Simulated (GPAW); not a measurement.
A self-consistent single point of Si₃N₄ (P6_3/m, 14 atoms in the cell) with GPAW

Level of theory: PBE, GPAW PAW datasets PBE (gpaw-data 1.0.1) (plane waves; GPAW).

The input file:

```python
from ase import Atoms
from ase.units import GPa
from gpaw import GPAW

atoms = Atoms(['Si', 'Si', 'Si', 'Si', 'Si', 'Si', 'N', 'N', 'N', 'N', 'N', 'N', 'N', 'N'],
              cell=[[7.768798, 0.000000, 0.000000],
                    [-3.884399, 6.727977, 0.000000],
                    [0.000000, 0.000000, 2.967952]],
              scaled_positions=[[0.231080, 0.824950, 0.750000],
                                [0.768920, 0.175050, 0.250000],
                                [0.406130, 0.231080, 0.250000],
                                [0.593870, 0.768920, 0.750000],
                                [0.175050, 0.406130, 0.750000],
                                [0.824950, 0.593870, 0.250000],
                                [0.333333, 0.666667, 0.750000],
                                [0.666667, 0.333333, 0.250000],
                                [0.969190, 0.669850, 0.750000],
                                [0.030810, 0.330150, 0.250000],
                                [0.299340, 0.969190, 0.250000],
                                [0.700660, 0.030810, 0.750000],
                                [0.330150, 0.299340, 0.750000],
                                [0.669850, 0.700660, 0.250000]],
              pbc=True)

calc = GPAW(mode={'name': 'pw', 'ecut': 950},
            xc='PBE',
            kpts={'size': (3, 3, 6), 'gamma': True},
            occupations={'name': 'fixed-uniform'},
            nbands=-6,
            convergence={'forces': 0.001, 'bands': -4},
            symmetry={'symmorphic': False, 'tolerance': 0.0005},
            maxiter=100)

atoms.calc = calc

energy = atoms.get_potential_energy()
print('Energy (eV):', round(energy, 6))
forces = atoms.get_forces()
print('Forces (eV/Ang):')
print(forces.round(5))
stress = atoms.get_stress()
print('Stress (GPa, Voigt):', (stress / GPa).round(4))
```

The program printed (abridged):

```
Input parameters:
  convergence: {bands: -4,
                forces: 0.001}
  kpts: {gamma: True,
         size: (3, 3, 6)}
  maxiter: 100
  mode: {ecut: 950,
         name: pw}
  nbands: -6
  occupations: {name: fixed-uniform}
  symmetry: {symmorphic: False,
             tolerance: 0.0005}
  xc: PBE

species:
  Si:
    name: Silicon
    Z: 14.0
    valence: 4
    core: 10
    charge: 0.0
    file: Si.PBE.gz

    # Using partial waves for Si as LCAO basis

  N:
    name: Nitrogen
    Z: 7.0
    valence: 5
    core: 2
    charge: 0.0
    file: N.PBE.gz

    # Using partial waves for N as LCAO basis

Reference energy: -59171.837535  # eV

Spin-paired calculation

Convergence criteria:
 Maximum [total energy] change in last 3 cyles: 0.0005 eV / valence electron
 Maximum integral of absolute [dens]ity change: 0.0001 electrons / valence electron
 Maximum integral of absolute [eigenst]ate change: 4e-08 eV^2 / valence electron
 Maximum change in the atomic [forces] across last 2 cycles: 0.001 eV/Ang OR
Maximum error relative to the maximum force is below inf
 Maximum number of scf [iter]ations: 100

Symmetries present (total): 12
Symmetries with fractional translations: 6
54 k-points: 3 x 3 x 6 Monkhorst-Pack grid + [0.000000,0.000000,1/12]
12 k-points in the irreducible part of the Brillouin zone
       k-points in crystal coordinates                weights
   0:     0.00000000    0.00000000    0.00000000          1/54
   1:     0.00000000    0.00000000    0.16666667          2/54
   2:     0.00000000    0.00000000    0.33333333          2/54
   3:     0.00000000    0.00000000    0.50000000          1/54
   4:     0.33333333    0.00000000    0.00000000          6/54
   5:     0.33333333    0.00000000    0.16666667         12/54
   6:     0.33333333    0.00000000    0.33333333         12/54
   7:     0.33333333    0.00000000    0.50000000          6/54
   8:     0.33333333    0.33333333    0.00000000          2/54
   9:     0.33333333    0.33333333    0.16666667          4/54
          ...
  11:     0.33333333    0.33333333    0.50000000          2/54

Wave functions: Plane wave expansion
  Cutoff energy: 950.000 eV
  Number of coefficients (min, max): 10230, 10353
  Pulay-stress correction: 0.000000 eV/Ang^3 (de/decut=0.000000)

Occupation numbers: # Uniform distribution of occupation numbers

Eigensolver

Densities:
  Coarse grid: 56*56*24 grid
  Fine grid: 112*112*48 grid
  Total Charge: 0.000000

Density mixing:
  Method: separate
  Backend: pulay
  Linear mixing parameter: 0.05
  old densities: 5
  Damping of long wavelength oscillations: 50

Hamiltonian:
  XC and Coulomb potentials evaluated on a 112*112*48 grid
  External potential:
    NoExternalPotential

XC parameters: PBE with 2 nearest neighbor stencil

Number of atoms: 14
Number of atomic orbitals: 56
Number of bands in calculation: 38
Number of valence electrons: 64
Bands to converge: 34

Density initialized from atomic densities
  38 bands from LCAO basis set

Atomic positions and initial magnetic moments

Positions:
   0 Si    -1.409221    5.550245    2.225964    ( 0.0000,  0.0000,  0.0000)
   1 Si     5.293620    1.177732    0.741988    ( 0.0000,  0.0000,  0.0000)
   2 Si     2.257535    1.554701    0.741988    ( 0.0000,  0.0000,  0.0000)
   3 Si     1.626864    5.173276    2.225964    ( 0.0000,  0.0000,  0.0000)
   4 Si    -0.217643    2.732433    2.225964    ( 0.0000,  0.0000,  0.0000)
   5 Si     4.102042    3.995544    0.741988    ( 0.0000,  0.0000,  0.0000)
   6 N     -0.000004    4.485320    2.225964    ( 0.0000,  0.0000,  0.0000)
   7 N      3.884403    2.242657    0.741988    ( 0.0000,  0.0000,  0.0000)
   8 N      4.927477    4.506735    2.225964    ( 0.0000,  0.0000,  0.0000)
   9 N     -1.043078    2.221242    0.741988    ( 0.0000,  0.0000,  0.0000)
  10 N     -1.439209    6.520688    0.741988    ( 0.0000,  0.0000,  0.0000)
  11 N      5.323608    0.207289    2.225964    ( 0.0000,  0.0000,  0.0000)
  12 N      1.402113    2.013953    2.225964    ( 0.0000,  0.0000,  0.0000)
  13 N      2.482286    4.714024    0.741988    ( 0.0000,  0.0000,  0.0000)

Unit cell:
           periodic     x           y           z      points  spacing
  1. axis:    yes    7.768798    0.000000    0.000000    56     0.1201
  2. axis:    yes   -3.884399    6.727977    0.000000    56     0.1201
  3. axis:    yes    0.000000    0.000000    2.967952    24     0.1237

  Lengths:   7.768798   7.768798   2.967952
  Angles:   90.000000  90.000000 119.999998

Effective grid spacing dv^(1/3) = 0.1273

     iter     time        total  log10-change:
                         energy   eigst   dens  force
iter:   1 --:--:--  -127.806579   +0.22
iter:   2 --:--:--  -124.406743   -0.66  -0.59
iter:   3 --:--:--  -113.760145   -0.14  -0.64
iter:   4 --:--:--  -113.818942   -1.10  -1.07
iter:   5 --:--:--  -115.002894   -1.01  -1.15
iter:   6 --:--:--  -113.997465   -1.10  -1.25
iter:   7 --:--:--  -114.017357   -2.20  -2.15
iter:   8 --:--:--  -114.048241   -1.76  -2.12
iter:   9 --:--:--  -114.014580   -2.15  -1.92
iter:  10 --:--:--  -114.010404   -2.42  -2.14
iter:  11 --:--:--  -114.011917c  -2.87  -2.22
iter:  12 --:--:--  -114.008741c  -2.91  -2.19
iter:  13 --:--:--  -114.001861c  -3.11  -2.27
iter:  14 --:--:--  -114.000162c  -3.34  -2.59
iter:  15 --:--:--  -114.000165c  -3.69  -3.39
iter:  16 --:--:--  -114.000491c  -3.66  -3.44
iter:  17 --:--:--  -114.000185c  -3.83  -3.03
iter:  18 --:--:--  -114.000186c  -4.22  -3.64
iter:  19 --:--:--  -114.000180c  -4.25  -3.71
iter:  20 --:--:--  -114.000181c  -4.43  -3.93
iter:  21 --:--:--  -114.000181c  -4.36  -3.98
iter:  22 --:--:--  -114.000194c  -4.52  -4.03c
iter:  23 --:--:--  -114.000183c  -4.67  -3.72
iter:  24 --:--:--  -114.000183c  -4.86  -4.29c
iter:  25 --:--:--  -114.000184c  -4.84  -4.49c
iter:  26 --:--:--  -114.000183c  -4.92  -4.22c
iter:  27 --:--:--  -114.000183c  -5.18  -4.71c
iter:  28 --:--:--  -114.000183c  -5.31  -4.89c
iter:  29 --:--:--  -114.000183c  -5.35  -4.38c
   [... 9 lines left out ...]
iter:  39 --:--:--  -114.000183c  -6.71  -6.48c
iter:  40 --:--:--  -114.000183c  -6.92  -5.74c
iter:  41 --:--:--  -114.000183c  -7.04  -6.38c
iter:  42 --:--:--  -114.000183c  -7.23  -7.07c
iter:  43 --:--:--  -114.000183c  -7.33  -6.30c
iter:  44 --:--:--  -114.000183c  -7.59c -6.97c
iter:  45 --:--:--  -114.000183c  -7.74c -7.55c -5.83c

Converged after 45 iterations.

Dipole moment: (0.000000, -0.000000, -0.000000) |e|*Ang

Energy contributions relative to reference atoms: (reference = -59171.837535)

Kinetic:        +77.544898
Potential:      -70.879413
External:        +0.000000
XC:            -121.405216
Entropy (-ST):   +0.000000
Local:           +0.739548
SIC:             +0.000000
--------------------------
Free energy:   -114.000183
Extrapolated:  -114.000183

Showing only first 2 kpts
 Kpt  Band  Eigenvalues  Occupancy
  0    30      6.05345    2.00000
  0    31      6.24309    2.00000
  0    32     10.50866    0.00000
  0    33     10.65364    0.00000

  1    30      5.35032    2.00000
  1    31      6.44249    2.00000
  1    32     11.71385    0.00000
  1    33     12.02393    0.00000

Fermi level: 8.47558

Gap: 4.066 eV
Transition (v -> c):
  (s=0, k=1, n=31, [0.00, 0.00, 0.17]) -> (s=0, k=0, n=32, [0.00, 0.00, 0.00])
Direct/indirect transitions are different
Direct gap: 4.266 eV
Transition at: (s=0, k=0, n=31, [0.00, 0.00, 0.00])
Energy (eV): -114.000183

Forces in eV/Ang:
  0 Si   -0.00817   -0.02059    0.00000
  1 Si    0.00817    0.02059    0.00000
  2 Si    0.01375   -0.01737    0.00000
  3 Si   -0.01375    0.01737    0.00000
  4 Si    0.02192    0.00322    0.00000
  5 Si   -0.02192   -0.00322    0.00000
  6 N    -0.00000    0.00000    0.00000
  7 N    -0.00000    0.00000   -0.00000
  8 N    -0.05442   -0.00537   -0.00000
  9 N     0.05442    0.00537   -0.00000
 10 N    -0.02256   -0.04982    0.00000
 11 N     0.02256    0.04982    0.00000
 12 N     0.03186   -0.04444    0.00000
 13 N    -0.03186    0.04444    0.00000

Stress tensor:
     0.042893    -0.000000     0.000000
    -0.000000     0.042893     0.000000
     0.000000     0.000000     0.047893
Stress (GPa, Voigt): [ 6.8722  6.8722  7.6733  0.      0.     -0.    ]
```

The run converged in 45 iterations. GPAW prints stress with tension positive.

At such cutoffs GPAW's stress carries a finite-basis (Pulay) error, which enters relaxed cells too; its log prints stress with tension positive.

The starting cell comes from a database of computed structures (which also holds hypothetical and non-ambient phases and stackings), without a prior relaxation at this level. Its lattice was rescaled by a random factor within 2.5 % of one.

Cost on one core of a shared machine: roughly 3 min.
